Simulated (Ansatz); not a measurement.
The reference is HfO2 in the fluorite structure (space group Fm-3m, No. 225; a = 5.044 Å).

Method: DFT with PBEsol, PAW potentials and a 420 eV plane-wave cutoff in Ansatz (a quantum-chemistry and plane-wave program), without spin-orbit coupling.

Strains are applied to the cell and any free atomic positions relax.

One change was made to it. Results:

```csv
quantity,base,after
band gap,3.69 eV,3.82 eV
energy relative to the base (free energy F),0 meV/atom,+34 meV/atom
width of the top valence band,1.88 eV,1.95 eV
```

Task: Which change produced these results?
(A) isotropic strain −1.00 %
(B) isotropic strain −2.00 %
(C) isotropic strain −1.50 %

Result: B, isotropic strain −2.00 %. For comparison, the energy relative to the base in the other runs: isotropic strain −1.50 % gives +19 meV/atom; isotropic strain −1.00 % gives +8.2 meV/atom.

With Hf present, leaving out spin-orbit coupling can change the band edges. Whether these cells are dynamically stable was not tested. This is not the structure that HfO2 has at room temperature and ambient pressure.
